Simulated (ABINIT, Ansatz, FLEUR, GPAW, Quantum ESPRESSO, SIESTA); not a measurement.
## One structure in several programs: CuSn3 (P6_3/mmc, 8 atoms in the cell)

Self-consistent single point.

```
CELL_PARAMETERS angstrom
      6.62288     0.00000     0.00000
     -3.31144     5.73558     0.00000
      0.00000     0.00000     5.00481
ATOMIC_POSITIONS crystal
  Cu 0.66667 0.33333 0.25000
  Cu 0.33333 0.66667 0.75000
  Sn 0.34469 0.17234 0.75000
  Sn 0.65531 0.82766 0.25000
  Sn 0.17234 0.34469 0.25000
  Sn 0.82766 0.65531 0.75000
  Sn 0.82766 0.17234 0.75000
  Sn 0.17234 0.82766 0.25000
```

All programs got the same cell, k-point mesh and kind of occupations (in Ansatz's words: kpoints.mp_grid.grid = 3 3 4; scf.occupations.method = gaussian; scf.occupations.width = 0.1 eV); potentials, basis and cutoffs are each program's usual ones.

```
code                                                                                                                                      model  pressure (GPa)  largest force (eV/Å)  k-points           cutoff
----------------  -----------------------------------------------------------------------------------------------------------------------------  --------------  --------------------  --------  ---------------
ABINIT                                                                                       PBEsol, PAW (JTH v2.0 PBE PAW, files made for PBE)           -2.34                 0.277         9           816 eV
SIESTA            GGA PBEsol, numerical atomic orbitals DZP, PseudoDojo PBEsol standard norm-conserving potentials (rewritten from UPF to PSML)           -1.45                 0.251        20      grid 350 Ry
Ansatz                                                                                                          PBEsol, PAW files made with PBE           -2.19                 0.273         9           420 eV
GPAW                                                                                      PBEsol, GPAW PAW datasets PBEsol (made by gpaw-setup)           -2.32                 0.263         9           850 eV
Quantum ESPRESSO                                                          PBEsol, PseudoDojo standard norm-conserving (PBESOL) pseudopotentials           -2.24                 0.272         9            95 Ry
FLEUR                                                                           PBEsol, all-electron FLAPW (FLEUR), scalar-relativistic valence               –                 0.273         9  Kmax 3.8 1/bohr
```

A dash marks a value that a program does not give, or that is left out as unsure.

The spread over the programs that give each value: pressure within 0.89 GPa; largest force within 0.026 eV/Å.

The starting cell comes from a database of computed structures (which also holds hypothetical and non-ambient phases and stackings), without a prior relaxation at this level. On Ansatz's run: Spin polarisation is off.

Problem. Why do the programs differ, and what cannot be compared?

Solution. Differences of this kind can come from the potentials, where these differ, and from what each basis and cutoff leave unconverged. The valence holds different numbers of electrons (ABINIT 122, SIESTA 122, Ansatz (a program for electronic structure) 122, GPAW 106, Quantum ESPRESSO 122, FLEUR 106). The zero of total energies and Fermi levels follows the potentials and each program's conventions, so they are not compared here. SIESTA uses small atom-centred bases, whose incompleteness enters pressures, forces and empty levels differently from a plane-wave cutoff. FLEUR treats all electrons, but the usual bases taken here (sphere radii, linearisation, local orbitals, empty states) were not tested for convergence, so the values are no reference for the others. Ansatz's pressure is given at a fixed set of plane waves, as the other plane-wave codes print theirs. The programs reduce the same mesh by symmetry to different extents, which changes the work and not the result.

Left out of this page: CP2K (unsound by tests on forces, stress, charge or solver warnings); Elk (not drawn, or without a comparable value).

Keys are those of Ansatz 0.2.
